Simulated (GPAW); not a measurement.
**A short convergence ladder for PdAu₃ (I4mm, 4 atoms in the cell)**

```yaml
crystal:
  lattice:
    - [-2.06286, 2.06286, 4.02266]
    - [2.06286, -2.06286, 4.02266]
    - [2.06286, 2.06286, -4.02266]
  atoms:
    - { symbol: Pd, position: [0.00622, 0.00622, 0.00000] }
    - { symbol: Au, position: [0.75000, 0.25000, 0.50000] }
    - { symbol: Au, position: [0.25000, 0.75000, 0.50000] }
    - { symbol: Au, position: [0.50000, 0.50000, 0.00000] }
```

Base method: LDA (Perdew-Wang 92), GPAW PAW datasets LDA (gpaw-data 1.0.1) (plane waves; GPAW).

Base settings: mode = pw; ecut = 550 eV; xc = LDA; kpts = 5 5 5; mesh shift (steps) = 0 0 0; occupations.name = fermi-dirac; occupations.width = 0.1 eV; nbands = -8; convergence.density = 1e-05 e/electron; symmetry.symmorphic = false.

The count of work is k-points × plane waves × bands × iterations; it is no time. 

**The k-point mesh**

The second cell is the first with its lattice scaled by 0.98.

Only quantities that move along the ladder and can be compared are tabulated.

```csv
kpts,free energy less the last step's (meV/atom),energy of the compressed cell less the first (meV/atom),pressure (GPa),largest difference of a force vector from the last step's (eV/Å),count of work / last
2 2 2,190.34,-9.74,-6.12,0.011,0.046
3 3 3,-17.75,-27.19,-9.32,0.023,0.071
4 4 4,6.44,-32.24,-9.92,0.012,0.20
5 5 5,-1.63,-30.17,-9.70,0.006,0.24
9 9 9,0.00,-29.48,-9.60,0.000,1.0
```

Coarsest kpts that holds the energy of the compressed cell less the first within 2 meV/atom of the last step, with all finer ones: 5 5 5, at 0.24 of the last step's count of work; the step before is off by 2.8 meV/atom.

Coarsest kpts that holds the free energy within 5 meV/atom of the last step, with all finer ones: 5 5 5, at 0.24 of the last step's count of work; the step before is off by 6.4 meV/atom.

On the base run: the starting cell comes from a database of computed structures (which also holds hypothetical and non-ambient phases and stackings), without a prior relaxation at this level. Its lattice was rescaled by up to half a per cent. One atom was moved a little off its site on purpose. Spin polarisation is off. In the base run, with a pressure of about -10 GPa the cell is away from its equilibrium volume at this level.
